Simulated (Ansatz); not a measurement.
Take Si in the diamond structure (space group Fd-3m, No. 227) as the base.

```
CELL_PARAMETERS angstrom
      0.00000     2.70105     2.70105
      2.70105     0.00000     2.70105
      2.70105     2.70105     0.00000
ATOMIC_POSITIONS crystal
  Si 0.00000 0.00000 0.00000
  Si 0.25000 0.25000 0.25000
```

Cartesian axes are those of the cell as printed.

Computed with Kohn–Sham DFT with the LDA functional, run in Ansatz (an electronic-structure program) with PAW and 420 eV plane waves, no SOC.

Base values:

Valley order: a point along ⟨100⟩, about 1.0 Å⁻¹ from Γ 0.45 eV; L along ⟨111⟩ 1.48 eV
Valence-band top at Γ: 0.00, 0.00, 0.00 eV

The change: biaxial strain −2.50 %, plane normal [111], relaxed out of plane (Cartesian); in-plane vectors clamped, the third vector and the atoms free.

Question: Estimate the effect on the valley order.

Answer: The valley order (the lowest conduction-band minima on the path, energy above the VBM, named in the base's zone) becomes a point along [010], about 1.1 Å⁻¹ from Γ 0.16 eV; L along [1-1-1] 1.33 eV (base: a point along ⟨100⟩, about 1.0 Å⁻¹ from Γ 0.45 eV; L along ⟨111⟩ 1.48 eV).

Question: What does the calculation give for the valence-band top at Γ after the change?

Answer: The valence-band top at Γ (three highest levels, from the VBM) goes from 0.00, 0.00, 0.00 eV to 0.00, 0.00, -0.42 eV.

Question: How does this affect the in-plane stress?

Answer: The mean in-plane stress (compression positive) comes out as +5.9 GPa.

The levels and masses belong to the bands next to the band gap. No phonon test of stability was made.
